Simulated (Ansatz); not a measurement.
An input for Ansatz (PBEsol) and the part of its output that reports the quasi-harmonic study. Lengths are of the primitive cell. The run noted for some of its cells that some bands missed the eigensolver's tolerance. Spin-orbit coupling is not included.

Ansatz 0.2 input:
```yaml
crystal:
  lattice:
    - [-1.6395781863, 1.6395781863, 1.6395781863]
    - [1.6395781863, -1.6395781863, 1.6395781863]
    - [1.6395781863, 1.6395781863, -1.6395781863]
  atoms:
    - { symbol: Ta, position: [0.0, 0.0, 0.0] }
kpoints:
  mp_grid: { grid: [16, 16, 16] }
hamiltonian:
  xc: pbesol
  pseudopotentials: { kind: paw }
scf:
  occupations: { method: methfessel_paxton, width: 0.15 }
phonons:
  method: dfpt
  qmesh: [4, 4, 4]
  temperatures: { t_max: 1000, t_step: 25 }
  thermal_expansion: {}
checkpoint:
  write: run
```

```
--- Thermal expansion: 10 cells in 3 rounds, 0 GPa ---
  no lower state was reached at cell 4; its state was not examined: fill_not_monotonic
  without vibrations: a 2.84223, b 2.84223, c 2.84223 Å, V 17.6749 Å³, B 202.93 GPa
  at 0 K: a 2.84410, b 2.84410, c 2.84410 Å, V 17.7098 Å³, B 202.94 GPa
  zero-point expansion: a +0.066, b +0.066, c +0.066, V +0.198 %
      T/K        a/Å        b/Å        c/Å       V/Å³ | expansion of a, b, c, V (1e-6/K)   | that of V in the mean from 25 °C | C_P, C_V (J/mol K of the cell) | B_T, B_S (GPa)
     0.00    2.84410    2.84410    2.84410    17.7098 |    0.00    0.00    0.00    0.00 |   17.43 |     0.000     0.000 |   202.94   202.94
   100.00    2.84497    2.84497    2.84497    17.7260 |    6.11    6.11    6.11   18.33 |   21.64 |    20.487    20.415 |   202.32   203.03
   200.00    2.84694    2.84694    2.84694    17.7628 |    7.37    7.37    7.37   22.10 |   22.62 |    24.410    24.200 |   201.32   203.07
   298.15    2.84905    2.84905    2.84905    17.8023 |    7.68    7.68    7.68   23.05 |       - |    25.582    25.242 |   200.32   203.02
   375.00    2.85074    2.85074    2.85074    17.8341 |    7.81    7.81    7.81   23.44 |   23.28 |    26.160    25.718 |   199.49   202.91
   475.00    2.85299    2.85299    2.85299    17.8764 |    7.94    7.94    7.94   23.82 |   23.52 |    26.775    26.200 |   198.34   202.69
   575.00    2.85527    2.85527    2.85527    17.9193 |    8.05    8.05    8.05   24.14 |   23.73 |    27.325    26.613 |   197.11   202.38
   675.00    2.85758    2.85758    2.85758    17.9629 |    8.15    8.15    8.15   24.44 |   23.93 |    27.841    26.987 |   195.79   201.98
   775.00    2.85993    2.85993    2.85993    18.0071 |    8.24    8.24    8.24   24.73 |   24.12 |    28.332    27.333 |   194.38   201.49
   875.00    2.86230    2.86230    2.86230    18.0519 |    8.34    8.34    8.34   25.02 |   24.31 |    28.801    27.652 |   192.89   200.91
   975.00    2.86470    2.86470    2.86470    18.0974 |    8.44    8.44    8.44   25.33 |   24.49 |    29.252    27.948 |   191.31   200.24
  1000.00    2.86531    2.86531    2.86531    18.1089 |    8.47    8.47    8.47   25.41 |   24.54 |    29.362    28.018 |   190.90   200.06
  the static fit leaves 0.001 meV an atom of the energies and, of the stresses, 0.001 GPa of each cell's largest along a strain (root mean squares over the cells), whose Pulay part it has at -0.006 GPa
  vibrations' free energy: its fit passes through its cells
  the electrons' free energy at temperature is in it; its fit leaves 0.0009 meV an atom at the most
  free energies summed between the sampled wave vectors
  estimated error of the fitted expansion in any direction: up to 0.012e-6/K, at 1000 K, with few degrees of freedom (an estimate, not a bound: it was exceeded on models of known expansion)
  by sums over the sampled wave vectors an expansion of the volume parts by up to 0.20e-6/K
  by a static energy of one degree less an expansion of the volume parts by up to 0.01e-6/K
  eigensolver_not_converged in the phonons of 4 cells: 4, 5, 6, 7
```

Warnings of the run: thermal_expansion_settings.

Cost: about 23 core-minutes (a rough figure).

No phase change or melting is allowed for: the numbers belong to this structure as given.

The PAW data sets were generated under PBE and serve the other functionals too.

Ansatz is a first-principles code.
